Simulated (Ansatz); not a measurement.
Formation energy of the bound charge states of Sc on the Si site (Sc_Si) in metastable 2H silicon carbide (start: the Si site; 96-site cell, 2×2×2 shifted sampling) against the Fermi level, C-rich (Δμ(Si) = -0.40 eV, Δμ(Sc) = -0.99 eV, bounded by Sc5Si3 (P6_3/mcm); only phases computed here count, gases as isolated molecules at 0 K). Calculation: PBE, PAW (plane waves to 420 eV; Ansatz, an electronic-structure program).

Set-up: 96-site cell; 2×2×2 shifted k-points; host gap 2.31 eV; charged states image-corrected; finite-size errors of tenths of an eV; flagged in the runs: a host whose relaxation on this sampling wasn't shown to rest.

Left out: charge +1 (carrier in host band states).

| E_F − E_VBM (eV) | q = 0 | q = −1 |
|---|---|---|
| 0.00 | 3.19 | 3.39 |
| 0.29 | 3.19 | 3.11 |
| 0.58 | 3.19 | 2.82 |
| 0.87 | 3.19 | 2.53 |
| 1.15 | 3.19 | 2.24 |
| 1.44 | 3.19 | 1.95 |
| 1.73 | 3.19 | 1.66 |
| 2.02 | 3.19 | 1.37 |
| 2.31 | 3.19 | 1.09 |

Crossings of the lowest lines: (0/−1) at 0.21 eV.
